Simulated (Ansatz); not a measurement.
## What tensor shear ε_xy = +1.14 % does to Mo

Consider Mo in the bcc (W type) structure (space group Im-3m, No. 229; a = 3.151 Å; relaxed with 0.1 eV smearing). Axes: x, y, z lie along the cube axes.

Modification: tensor shear ε_xy = +1.14 % (engineering shear γ = 0.0228); the atoms relax in the strained cell.

Computed with Ansatz (a quantum-chemistry and plane-wave program), r2SCAN, PAW, cutoff 500 eV, without spin-orbit coupling. Γ-centred 29×29×29 mesh, Fermi–Dirac width 0.1 eV.

```csv
quantity,base,changed,shift
shortest interatomic distance,2.729 Å,2.708 Å,-0.021 Å
energy relative to the base (free energy F),0 meV/atom,+2.7 meV/atom,+2.7 meV/atom
"pressure (mean of the normal stresses, compression positive)",0.0 GPa,0.1 GPa,+0.1 GPa
band gap,zero,zero,–
"stress (xx, yy, zz, yz, xz, xy; compression positive)",–,"(0.1, 0.1, 0.1, 0.0, 0.0, -2.4) GPa",–
```

No phonon test of stability was made. The final runs are not spin-polarised.
